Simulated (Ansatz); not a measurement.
## Pressure series in ZrO2

Take ZrO2 (space group P4_2/nmc, No. 137; a = 3.6210 Å, c = 5.2828 Å) as the base.

Cell and atoms are relaxed at each pressure.

Computed with plane-wave PAW DFT at the PBE level (Ansatz, a quantum-chemistry and plane-wave program, 420 eV), no spin-orbit coupling.

```csv
change,electron mass,band gap,volume per atom,c/a ratio
base,"2.3 mₑ along c, 0.61 mₑ across (at Γ)",4.04 eV,11.54 Å³,1.459
pressure −2 GPa,"2.3 mₑ along c, 0.62 mₑ across (at Γ)",4.03 eV,11.70 Å³,1.465
pressure −1 GPa,"2.3 mₑ along c, 0.61 mₑ across (at Γ)",4.03 eV,11.62 Å³,1.462
pressure 0.9 GPa,"2.3 mₑ along c, 0.61 mₑ across (at Γ)",4.04 eV,___,___
pressure 2.1 GPa,"2.3 mₑ along c, 0.61 mₑ across (at Γ)",4.04 eV,11.40 Å³,1.454
pressure 4.5 GPa,"2.2 mₑ along c, 0.60 mₑ across (at Γ)",4.05 eV,11.24 Å³,1.448
pressure 9 GPa,"2.1 mₑ along c, 0.59 mₑ across (at Γ)",4.07 eV,10.99 Å³,1.441
pressure 15 GPa,"2.1 mₑ along c, 0.57 mₑ across (at Γ)",4.04 eV,10.70 Å³,1.433
pressure 30 GPa,"1.9 mₑ along c, 0.54 mₑ across (at Γ)",3.92 eV,10.12 Å³,1.421
```

Question: Some entries are withheld; estimate them.

Answer: 
- pressure 0.9 GPa, volume per atom: 11.48 Å³
- pressure 0.9 GPa, c/a ratio: 1.457

Load acts through the strain it causes; cell and atoms are relaxed under it. Effective masses come from finite differences of ±0.01 Å⁻¹. No phonon test of stability was made. Competing high-pressure phases were not computed. This is not the structure that ZrO2 has at room temperature and ambient pressure.
